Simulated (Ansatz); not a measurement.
Partial pair distribution functions of a relaxed model of amorphous IGZO (In₁₂Ga₆Zn₉O₃₅), broadened by 0.06 Å; density 6.15 g/cm³. Method: PBE, scalar-relativistic without spin-orbit coupling (plane waves to 420 eV, PAW; Ansatz, an electronic-structure program). The usual formal charges leave 2 electrons over, so the level spacing at the Fermi energy parts defect or band states and needn't be the band gap.

A CHGNet melt-quench gave the starting glass, which DFT then relaxed. O atoms were pushed apart under 1.9 Å during the dynamics, to hinder bonds among them. The hot cell started wider than the set density and was brought back towards it in steps. It is the lowest in DFT energy of 4 quenches. It is a model cell: composition and starting density were chosen by hand, and all elements were melted together. No dispersion term was used. Its density started from a set value of 6.15 and ended at 6.15 g/cm³. The quench (nominally 260 K/ps over its main leg) was far faster than any real one, so the model tends to hold more defects than a real film. One small periodic cell is one sample of the glass; other quenches scatter about these values. The volume was held where the preparation left it, at a PBE pressure of 3.3 GPa. Stress components on the final sampling reach 4.3 GPa.

```json
[
 {"r (Å)": "1.70", "g In-O": "0.00", "g Zn-O": "0.00", "g In-In": "0.00", "g Zn-Zn": "0.00"},
 {"r (Å)": "1.80", "g In-O": "0.00", "g Zn-O": "0.23", "g In-In": "0.00", "g Zn-Zn": "0.00"},
 {"r (Å)": "1.90", "g In-O": "0.03", "g Zn-O": "3.20", "g In-In": "0.00", "g Zn-Zn": "0.00"},
 {"r (Å)": "2.00", "g In-O": "1.21", "g Zn-O": "7.94", "g In-In": "0.00", "g Zn-Zn": "0.00"},
 {"r (Å)": "2.10", "g In-O": "6.00", "g Zn-O": "5.33", "g In-In": "0.00", "g Zn-Zn": "0.00"},
 {"r (Å)": "2.20", "g In-O": "6.87", "g Zn-O": "2.16", "g In-In": "0.00", "g Zn-Zn": "0.00"},
 {"r (Å)": "2.30", "g In-O": "3.57", "g Zn-O": "0.48", "g In-In": "0.00", "g Zn-Zn": "0.00"},
 {"r (Å)": "2.40", "g In-O": "1.54", "g Zn-O": "0.25", "g In-In": "0.00", "g Zn-Zn": "0.00"},
 {"r (Å)": "2.50", "g In-O": "0.45", "g Zn-O": "0.17", "g In-In": "0.00", "g Zn-Zn": "0.01"},
 {"r (Å)": "2.60", "g In-O": "0.18", "g Zn-O": "0.18", "g In-In": "0.00", "g Zn-Zn": "0.47"},
 {"r (Å)": "2.70", "g In-O": "0.19", "g Zn-O": "0.02", "g In-In": "0.00", "g Zn-Zn": "1.42"},
 {"r (Å)": "2.80", "g In-O": "0.35", "g Zn-O": "0.10", "g In-In": "0.00", "g Zn-Zn": "0.52"},
 {"r (Å)": "2.90", "g In-O": "0.25", "g Zn-O": "0.28", "g In-In": "0.00", "g Zn-Zn": "1.41"},
 {"r (Å)": "3.00", "g In-O": "0.23", "g Zn-O": "0.14", "g In-In": "0.13", "g Zn-Zn": "2.62"},
 {"r (Å)": "3.10", "g In-O": "0.14", "g Zn-O": "0.38", "g In-In": "0.83", "g Zn-Zn": "2.59"},
 {"r (Å)": "3.20", "g In-O": "0.11", "g Zn-O": "0.74", "g In-In": "1.28", "g Zn-Zn": "1.32"},
 {"r (Å)": "3.30", "g In-O": "0.29", "g Zn-O": "0.97", "g In-In": "1.93", "g Zn-Zn": "1.23"},
 {"r (Å)": "3.40", "g In-O": "0.60", "g Zn-O": "0.43", "g In-In": "2.79", "g Zn-Zn": "1.30"},
 {"r (Å)": "3.50", "g In-O": "0.29", "g Zn-O": "0.75", "g In-In": "2.68", "g Zn-Zn": "2.83"},
 {"r (Å)": "3.60", "g In-O": "0.59", "g Zn-O": "0.96", "g In-In": "2.17", "g Zn-Zn": "1.48"},
 {"r (Å)": "3.70", "g In-O": "1.01", "g Zn-O": "0.75", "g In-In": "2.94", "g Zn-Zn": "1.03"},
 {"r (Å)": "3.80", "g In-O": "0.96", "g Zn-O": "1.23", "g In-In": "2.88", "g Zn-Zn": "0.88"},
 {"r (Å)": "3.90", "g In-O": "1.02", "g Zn-O": "1.41", "g In-In": "1.89", "g Zn-Zn": "0.17"},
 {"r (Å)": "4.00", "g In-O": "1.23", "g Zn-O": "1.03", "g In-In": "1.35", "g Zn-Zn": "0.02"},
 {"r (Å)": "4.10", "g In-O": "0.99", "g Zn-O": "1.38", "g In-In": "1.19", "g Zn-Zn": "0.36"},
 {"r (Å)": "4.20", "g In-O": "0.96", "g Zn-O": "1.02", "g In-In": "1.42", "g Zn-Zn": "0.55"},
 {"r (Å)": "4.30", "g In-O": "1.38", "g Zn-O": "1.22", "g In-In": "1.01", "g Zn-Zn": "0.55"},
 {"r (Å)": "4.40", "g In-O": "1.50", "g Zn-O": "1.57", "g In-In": "1.02", "g Zn-Zn": "0.29"},
 {"r (Å)": "4.50", "g In-O": "1.40", "g Zn-O": "1.38", "g In-In": "0.84", "g Zn-Zn": "0.48"},
 {"r (Å)": "4.60", "g In-O": "1.19", "g Zn-O": "1.55", "g In-In": "0.73", "g Zn-Zn": "0.88"}
]
```

Within 2.60 Å each In has 5.33 O neighbours on average.
